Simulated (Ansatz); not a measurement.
**InP, pressure series**

The reference is InP in the zinc blende structure (space group F-43m, No. 216; a = 5.959 Å).

Cell and atoms are relaxed at each pressure.

Calculations: PBE (Ansatz, an electronic-structure program), no spin-orbit coupling.

Candidates:
(a) pressure −1 GPa
(b) pressure 0.3 GPa
(c) pressure 5 GPa
(d) pressure 1.5 GPa

Base values:

Width of the top valence band: 2.69 eV

### Question
Order them by width of the top valence band, highest first.

### Answer
(c) pressure 5 GPa (3.01 eV), (d) pressure 1.5 GPa (2.79 eV), (b) pressure 0.3 GPa (2.71 eV), (a) pressure −1 GPa (2.62 eV)

The levels and masses belong to the bands next to the band gap. Load acts through the strain it causes; cell and atoms are relaxed under it. Whether these cells are dynamically stable was not tested. Tetrahedral semiconductors of this kind turn to denser phases somewhere between about 1 and 50 GPa; those were not computed, so compressed cells here can lie past the real transition.
